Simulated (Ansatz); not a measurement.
System: bcc Eu. Method: r²SCAN-D4 (PAW; Ansatz, an electronic-structure program).

Numerical settings: plane-wave cutoff 560 eV, 18×18×18 k mesh, Fermi–Dirac smearing 0.05 eV, spin-polarised with parallel moments, scalar-relativistic PAW data made under PBE.

Energies at three volumes about the minimum:

| V (Å³/atom) | E − E_lowest (meV/atom) |
|---|---|
| 42.694 | 0.62 |
| 43.565 | 0.00 |
| 44.437 | 0.94 |

Question: Fit a parabola by hand: where is the minimum, and what is the bulk modulus?

Answer: Slopes: (0.00 − 0.62)/(43.565 − 42.694) = -0.712 and (0.94 − 0.00)/(44.437 − 43.565) = 1.078 meV/Å³. Curvature E″ = 2 × (1.078 − (-0.712))/(44.437 − 42.694) = 2.054 meV/Å⁶. From the middle of the first interval, the slope vanishes at V0 = 43.1295 − (-0.712)/2.054 = 43.476 Å³/atom. B = V0 E″ = 43.476 × 2.054 meV/Å³ × 0.1602 GPa per meV/Å³ = 14.3 GPa. The full Birch–Murnaghan fit to all volumes gives V0 = 43.465 Å³/atom and B0 = 14.4 GPa.

Measured, for comparison: bulk modulus 10.9 ± 0.6 GPa (room temperature, not corrected to a static lattice, our sources range from 10.9 to 11.7; as tabulated in arXiv:1012.3782); equilibrium volume per atom 48.10 Å³/atom (293 K, not corrected to a static lattice; as tabulated in Wikipedia's data pages). Computed (rounded) less measured: bulk modulus +32 % (+23 % to +32 % over the range), equilibrium volume per atom -9.6 %.

Note: the 4f shell is treated without U or exact exchange, so its levels and filling can be wrong; the collinear magnetic order is the start's and need not be the measured one.
